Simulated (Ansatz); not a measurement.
## Effect of isotropic strain −1.00 % on GaAs

Take GaAs in the zinc blende structure (space group F-43m, No. 216; a = 5.746 Å) as the base.

Modification: an isotropic linear strain of −1.00 %, atoms relaxed at fixed cell.

Computed with PBE/PAW in Ansatz (an electronic-structure program), no spin-orbit coupling. Γ-centred 10×10×10 mesh, Fermi–Dirac width 0.05 eV.

The space group stays F-43m (No. 216) and the energy increases by 4.2 meV/atom. The pressure goes from zero to 1.96 GPa and the band gap goes up by 0.22 eV to 0.38 eV. The gap character remains direct at Γ and the mean gap deformation potential ΔEg/Δln V comes out as -7.3 eV. The width of the top valence band goes up by 0.136 eV, from 3.12 eV to 3.25 eV and the electron mass amounts to 0.023 mₑ (at Γ). The hole mass (degenerate bands, along [100]) is 0.023, 0.35, 0.35 mₑ (at Γ) and the valley order (the lowest conduction-band minima on the path, energy above the VBM, named in the base's zone) goes from Γ 0.16 eV; L along ⟨111⟩ 0.87 eV; a point along ⟨100⟩, about 0.9 Å⁻¹ from Γ 1.49 eV to Γ 0.38 eV; L along ⟨111⟩ 0.95 eV; a point along ⟨100⟩, about 0.9 Å⁻¹ from Γ 1.45 eV.

Final structure:

```
CELL_PARAMETERS angstrom
      0.00000     2.84406     2.84406
      2.84406     0.00000     2.84406
      2.84406     2.84406     0.00000
ATOMIC_POSITIONS crystal
  Ga 0.00000 0.00000 0.00000
  As 0.25000 0.25000 0.25000
```

Cost of the whole job for the changed cell (relaxation, final SCF and bands): around 14 core-seconds (rough).

Effective masses come from finite differences of ±0.01 Å⁻¹. Stability against distortions was not tested. A zero or small gap of GaAs can be the functional's error rather than a property of the material.
